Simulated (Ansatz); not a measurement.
A self-consistent single point of Mn2Al2Cu (I4mm, 5 atoms in the cell) with Ansatz (a quantum-chemistry and plane-wave program).

Computed with PBEsol, PAW files made with PBE (plane waves; Ansatz).

```
CELL_PARAMETERS angstrom
     -1.36859     1.36859     8.51894
      1.36859    -1.36859     8.51894
      1.36859     1.36859    -8.51894
ATOMIC_POSITIONS crystal
  Mn 0.81335 0.81335 0.00000
  Mn 0.38791 0.38791 0.00000
  Al 0.59040 0.59040 0.00000
  Al 0.21755 0.21755 0.00000
  Cu 0.99079 0.99079 0.00000
```
Moments meant for the start (each program seeds them in its own way; μB, in the order of the atoms Mn Mn Al Al Cu): 4.0 4.0 0.0 0.0 0.0.

Reference input (self-consistent single point, DFT, PBEsol, plane waves, PAW files made with PBE): kpoints.mp_grid.grid = 10 10 10; hamiltonian.xc = pbesol; hamiltonian.pseudopotentials = {kind: paw} (the program's default PAW files); magnetization.spin_polarized = true; scf.occupations.method = methfessel_paxton; scf.occupations.width = 0.272 eV. This run's input differs from it in these lines:

Ansatz 0.2 input:
```diff
@@ -13,3 +13,3 @@
 kpoints:
-  mp_grid: { grid: [10, 10, 10] }
+  mp_grid: { grid: [9, 9, 9] }
 hamiltonian:
```

Log, with long lists cut:

```
SCF iter   1: F=—  HF=-15381.792097 eV  |F-HF|=—  |Δ(HF+E_count)|=         —  Δρ=2.81e-1 (↑2.81e-1 ↓2.80e-1)  dr2=1.14e2  dr2_m=2.16e1  M=1.745 μB ∫|m|=1.919 μB  β_m=0.30  ethr=3.10e-3  ⟨swp⟩=5.8  Hψ=21101  notcnv=0
Mixer restart at iter 1: flushing history
all-band conjugate gradients solve this SCF's bands
preconditioner: auto → Kerker (q_TF=auto, 2.661 Å⁻¹)
spin=Collinear: Kerker preconditioning applied to the charge; magnetization (m = ρ↑ − ρ↓) channel mixes plain (no charge-response kernel on spin).
   [... lines left out ...]
SCF iter  31: F=-15375.566784 eV  HF=-15375.566785 eV  |F-HF|=1.44e-7  |Δ(HF+E_count)|=   9.24e-9  S|Δr|=    0.00e0  Δρ=7.30e-6 (↑6.21e-6 ↓7.30e-6)  dr2=1.46e-7  dr2_m=2.44e-9  M=0.659 μB ∫|m|=1.835 μB  β_m=0.72  ethr=5.43e-10  ⟨swp⟩=1.0  Hψ=5363  [...]
SCF iter  32: F=-15375.566784 eV  HF=-15375.566785 eV  |F-HF|=2.20e-8  |Δ(HF+E_count)|=   3.20e-9  S|Δr|=    0.00e0  Δρ=3.09e-6 (↑2.99e-6 ↓3.09e-6)  dr2=2.55e-8  dr2_m=5.53e-10  M=0.659 μB ∫|m|=1.835 μB  ethr=1.82e-10  ⟨swp⟩=9.0  Hψ=20800  notcnv=0
SCF 1 converged in 32 iterations: F = -15375.566784 eV  dr2 = 2.55e-8
   [... lines left out ...]
WARN: the starting moments were not kept: 1 of 2 ended reversed and 1 kept their direction, counting a site from 0.1 μB …
Absolute magnetization: 1.8388 μB (∫|ρ↑−ρ↓|, with the PAW one-centre terms)
Free energy (F): -15375.566784 eV
Fermi energy:    13.999879 eV
   [... lines left out ...]
  atom   5  Cu    -0.00000000    -0.00000000    -0.09191940
--- Stress (GPa, compression-positive) ---
       -2.411860       0.000000      -0.000000
        0.000000      -2.411860       0.000000
       -0.000000       0.000000      -3.625123
  P = ⅓ Tr σ = -2.8163 GPa (-28.163 kbar)
  The stress holds the Pulay correction. Without it, at fixed plane waves, as pw.x and ABINIT print it: P = -2.9819 GPa
```

The run converged in 32 iterations. Against the reference run the free energy drops by 2.0 meV/atom, the pressure hardly changes (-2.81 to -2.82 GPa), the largest force goes from 0.348 to 0.304 eV/Å and the size of the net moment hardly changes (0.15 to 0.13 μB/atom).

The starting cell comes from a database of computed structures (which also holds hypothetical and non-ambient phases and stackings), without a prior relaxation at this level. The magnetic order is the one reached from the typed start; others were not searched systematically. The program warned that a starting moment was not kept. Ansatz's pressure includes its estimate of the finite-basis (Pulay) stress.

Cost on one core of a shared machine: roughly 50 s.
